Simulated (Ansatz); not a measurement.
End structure of the (323) surface of beta tin in its 1x1 cell, outermost plane spacing 0.23 Å in the ideal cut:

```xyz
24
Lattice="6.7552 0.0000 0.0000 -1.8369 9.3430 0.0000 0.0000 0.0000 26.5000" Properties=species:S:1:pos:R:3 pbc="T T T"
Sn     4.6757    -0.3346     8.5200
Sn     0.9548     6.7432     9.0965
Sn     4.7059     6.5833     9.2148
Sn     5.0190     3.5120     9.1223
Sn     1.7374     3.7501     9.3738
Sn     1.9645     0.6766    10.0162
Sn     5.6677     1.1106    11.0352
Sn     2.8112     7.5976    11.5651
Sn    -0.4971     7.5979    11.9127
Sn    -0.1219     4.5022    11.7800
Sn     3.4787     4.4524    11.8447
Sn     2.9897     1.5107    12.7710
Sn     0.1807     2.1439    13.7290
Sn     4.6100     8.5451    14.6553
Sn     1.4554     8.4954    14.7200
Sn     1.8306     5.3996    14.5873
Sn     5.2775     5.4000    14.9349
Sn     4.2580     2.5440    15.4648
Sn     1.2059     2.9780    16.4838
Sn    -0.4039     9.2475    17.1262
Sn     3.0697     9.4856    17.3777
Sn     3.3828     6.4143    17.2852
Sn     0.3787     6.2544    17.4035
Sn    -1.5053     3.9892    17.9800
```

Model: 24-atom slab, 10.1 Å thick at the start (thin: gaps and levels are the slab's own), 6x4x1 mesh, Fermi-Dirac 0.1 eV, dipole correction, all atoms relaxed; held to the start's symmetry, so lower structures may exist; no spin, no spin-orbit, no U.

**Question.** Predict the work function of the top face from PBE in Ansatz (an electronic-structure program).

**Answer.** 4.12 eV
